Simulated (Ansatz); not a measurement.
The reference is ZrSi in the rock salt structure (space group Fm-3m, No. 225; a = 5.342 Å; a hypothetical phase, not in the database extracts checked; relaxed with 0.1 eV smearing). Axes: x, y, z lie along the cube axes.

The values are results of PBEsol (Ansatz, a quantum-chemistry and plane-wave program; PAW; 420 eV plane waves; without spin-orbit coupling), earlier PAW set, not measurements.

It is then changed as follows: uniaxial strain ε_zz = −1.53 %, all other strain components held at zero; the atoms relax in the strained cell.

Predict the stress tensor and what it implies for the stiffness.

Stress of the strained cell less that of the base (GPa, compression positive):
```
    0.6     0.0     0.0
    0.0     0.6     0.0
    0.0     0.0     4.8
```

Then −Δσ_ii/ε with ε = -0.0153 gives secant stiffness values (nonlinear terms included at this strain): C33 ≈ 311 GPa, C13 ≈ 39 GPa and C23 ≈ 39 GPa.

As a check, the harmonic strain energy −½ V₀ Δσ:ε is 4.3 meV/atom; the computed energy rise is 4.2 meV/atom.

No phonon test of stability was made. The final runs are not spin-polarised.
